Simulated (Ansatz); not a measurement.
The starting structures come from a database of crystals and need not be the phases stable at ambient conditions.

Data:

```
MgCO3
1.0
    4.63590     0.00000     0.00000
    2.31795     5.15247     0.00000
    2.31795     1.04278     3.87702
Mg C O
2 2 6
Cartesian
  0.00000   0.00000   0.00000
  4.63590   3.09763   1.93851
  2.31795   1.54881   0.96926
  6.95385   4.64644   2.90777
  3.60679   1.54881   0.96926
  5.66501   4.64644   2.90777
  6.30943   1.83872   2.04711
  2.96237   4.35653   1.82991
  3.99148   2.30169   3.76842
  5.28032   3.89357   0.10860
```

Space group of this cell: R-3c. The cell is taken as given; by PBEsol its mean pressure is 0.5 GPa.

Transport runs along the normal of the first two printed cell vectors, the (101) plane of the conventional cell.

The gap is the functional's own. No spin-orbit coupling. Mid-gap values are interpolated on the energy grid.

Question: Estimate the band gap and the smallest decay constant κ at mid-gap that PBEsol run with Ansatz (a first-principles code) returns for this system.

Answer: Gap 5.03 eV on a 8×8×8 mesh; κ = 0.475 1/Å, at the zone centre.
